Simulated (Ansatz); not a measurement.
Band structure of LaCu3Ni2 (P6/mmm, 6 atoms in the cell).

```
LaCu3Ni2
1.0
    4.99216     0.00000     0.00000
   -2.49608     4.32334     0.00000
    0.00000     0.00000     4.03293
La Cu Ni
1 3 2
Direct
  0.00000   0.00000   0.00000
  0.50000   0.00000   0.50000
  0.50000   0.50000   0.50000
  0.00000   0.50000   0.50000
  0.33333   0.66667   0.00000
  0.66667   0.33333   0.00000
```

Method of the run: LDA (PW92), PAW files made with PBE (plane waves; Ansatz, a first-principles code).

Settings: kpoints.mp_grid.grid = 7 7 8; hamiltonian.xc = lda; hamiltonian.pseudopotentials = {kind: paw} (an earlier, softer set of the program's PAW files); scf.occupations.method = fermi_dirac; scf.occupations.width = 0.1 eV; kpoints.band_path.npoints = 8.

The starting cell comes from a database of computed structures (which also holds hypothetical and non-ambient phases and stackings), without a prior relaxation at this level. Its lattice was rescaled by a random factor within 2.5 % of one. Spin polarisation is off.

Levels in eV from the Fermi level, bands 49 to 56:
| point | 49 | 50 | 51 | 52 | 53 | 54 | 55 | 56 |
|---|---|---|---|---|---|---|---|---|
| Γ | -0.63 | -0.63 | 0.13 | 0.13 | 0.29 | 0.77 | 1.20 | 1.65 |
| M | -1.36 | -0.73 | -0.63 | -0.56 | 0.65 | 1.35 | 2.36 | 2.42 |
| K | -0.92 | -0.75 | -0.75 | -0.64 | 0.86 | 2.04 | 2.04 | 2.20 |
| A | -1.02 | -1.02 | -0.70 | -0.32 | -0.32 | -0.02 | 0.49 | 0.49 |
| L | -1.03 | -0.95 | -0.94 | -0.51 | -0.43 | 1.14 | 1.88 | 1.92 |
| H | -0.91 | -0.90 | -0.90 | -0.06 | -0.06 | 0.30 | 1.36 | 2.44 |

Bands cross the Fermi level along this path, so the cell is metallic at this level.

Keys are those of Ansatz 0.2.
